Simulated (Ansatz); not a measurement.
We consider MgO (model structure, started from the beta GaS type, P6₃/mmc, No. 194, 8 atoms in the cell), described by PBEsol in Ansatz (PAW).

Numerical settings: plane-wave cutoff 500 eV, 12×12×4 k mesh (along the axes of the cell as run), Fermi–Dirac smearing 0.05 eV, scalar-relativistic PAW data made under PBE.

Cell (relaxed at this level):

```
CELL_PARAMETERS angstrom
      3.36544     0.00000     0.00000
     -1.68272     2.91456     0.00000
      0.00000     0.00000    15.37407
ATOMIC_POSITIONS crystal
  Mg 0.33333 0.66667 0.06750
  Mg 0.66667 0.33333 0.56750
  Mg 0.66667 0.33333 0.93250
  Mg 0.33333 0.66667 0.43250
  O  0.33333 0.66667 0.57188
  O  0.66667 0.33333 0.07188
  O  0.66667 0.33333 0.42812
  O  0.33333 0.66667 0.92812
```

Q: What does this level give for the band gap?

A: 
band gap: 3.23 eV (on the SCF k mesh)

Note: the relaxation could raise the start's symmetry but not lower it, so the cell can be a saddle point; the cell has widely spaced layers and the level no dispersion term, so their spacing and the moduli can rest on weak binding.

The computed numbers hold no vibrational or temperature effects.

Cost on a shared machine: very roughly 9 core-minutes.

A model structure was made by putting elements into a prototype or built by hand; it is no filed structure, need not be a known phase, and can be a saddle point held by its symmetry.

Ansatz is a program for electronic structure.
